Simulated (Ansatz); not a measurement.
Input:

```
MgB2
1.0
    3.07530     0.00000     0.00000
   -1.53765     2.66329     0.00000
    0.00000     0.00000     3.50720
Mg B
1 2
Direct
  0.00000   0.00000   0.00000
  0.66667   0.33333   0.50000
  0.33333   0.66667   0.50000
```

No spin polarisation.

Computed with DFT with PBE, PAW potentials and a 420 eV plane-wave cutoff in Ansatz (an electronic-structure program), spin-orbit coupling left out. Settings: 22×22×16 k-points, 0.1 eV Fermi–Dirac smearing.

**Question.** What is the computed space group?

**Answer.** P6/mmm (No. 191).

**Question.** What pressure (mean of the normal stresses, compression positive) does the calculation give?

**Answer.** 0.6 GPa.

**Question.** Predict the band gap.

**Answer.** Zero.

The cells carry an imposed strain or load. Whether these cells are dynamically stable was not tested. All final runs are without spin polarisation. The cell was made from MgB2 (space group P6/mmm, No. 191) by this change: uniaxial strain ε_zz = −0.50 %.
